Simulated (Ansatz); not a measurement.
We consider CdTe (P6₃mc, No. 186, 4 atoms in the cell; start mp-12779; a measured phase of this formula has another space group), described by HSE06 (Ansatz, a first-principles code, plane waves, PAW).

The input as run:

Ansatz 0.2 input:
```yaml
crystal:
  lattice:
    - [4.6372679956, 0.0, 0.0]
    - [-2.3186339978, 4.0159918883, 0.0]
    - [0.0, 0.0, 7.5964643208]
  atoms:
    - { symbol: Cd, position: [0.3333333333, 0.6666666667, 0.000169969] }
    - { symbol: Cd, position: [0.6666666667, 0.3333333333, 0.500169969] }
    - { symbol: Te, position: [0.3333333333, 0.6666666667, 0.374830031] }
    - { symbol: Te, position: [0.6666666667, 0.3333333333, 0.874830031] }
basis:
  ecutwfc: 460
  ecutrho_ratio: 4
  xc_grid: 2
kpoints:
  mp_grid: { grid: [6, 6, 4] }
hamiltonian:
  xc: hse06
  dispersion: none
  pseudopotentials: { azcp: { folder: ./paw }, kind: paw }
scf:
  occupations: { method: fermi_dirac, width: 0.01 }
  convergence: { dr2_threshold: 0.0000000004 }
output:
  forces: true
  stress: true
  eigenvalues: true
```

From the output:

```
WARN output.stress: scf.exx.energy_threshold = 1e-6 eV is looser than the 4e-8 eV advised for a stress under a hybrid functional (1e-8 eV for each atom of the …
Crystal: 4 atoms, lattice volume = 141.471 Å³
Basis set: ecut = 460 eV, 3189 PW (Γ), exchange–correlation on 72×72×108 points (8 copies of the dense FFT grid, shifted against one another)
Bands: 44, of which v1, the nominal top of the filled ones, is band 36 counted from 1 (35 counted from 0)
Symmetry: 12 space group operations
Space group: P63mc (ITA 186), of the structure as read, at distance tolerance 5.2e-5 Å
k-points: 21 of 144 (time reversal used)
Initial density: superposition of atomic densities (chi_scale 0.1, normalization cell, long waves kept (reshape's long-wave potential 0.00 eV rms))
SCF iter   1: F=—  HF=-30471.034628 eV  |F-HF|=—  |Δ(HF+E_count)|=         —  Δρ=2.07e-2  dr2=4.23e-1
SCF iter   2: F=—  HF=-30470.979144 eV  |F-HF|=—  |Δ(HF+E_count)|=   5.55e-2  Δρ=8.67e-3  dr2=8.89e-2
  ...
Crystal: 4 atoms, lattice volume = 141.471 Å³
Initial density: handed on by an earlier stage of this run
Crystal: 4 atoms, lattice volume = 141.471 Å³
SCF iter   6: F=—  HF=-30487.601420 eV  |F-HF|=—  |Δ(HF+E_count)|=   4.96e-9  Δρ=4.34e-7  dr2=4.57e-10
SCF iter   7: F=-30487.601420 eV  HF=-30487.601420 eV  |F-HF|=0.00e0  |Δ(HF+E_count)|=  1.75e-10  Δρ=2.98e-8  dr2=1.32e-11
SCF 3 converged in 7 iterations: F = -30487.601420 eV  dr2 = 1.32e-11
Free energy (F): -30487.601420 eV
Internal energy: -30487.601420 eV  (E = F + TS)
E sigma→0 (E₀):  -30487.601420 eV
Fermi energy:    7.227282 eV
--- Stress (GPa, compression-positive) ---
        0.002782       0.000000       0.000000
        0.000000       0.002782       0.000000
        0.000000       0.000000       0.002575
  P = ⅓ Tr σ = 0.0027 GPa (0.027 kbar)
```

The PAW data were made under PBE.

Computing time: roughly 2.6 core-minutes.

A start named mp-… is a Materials Project structure, which need not be a measured phase.
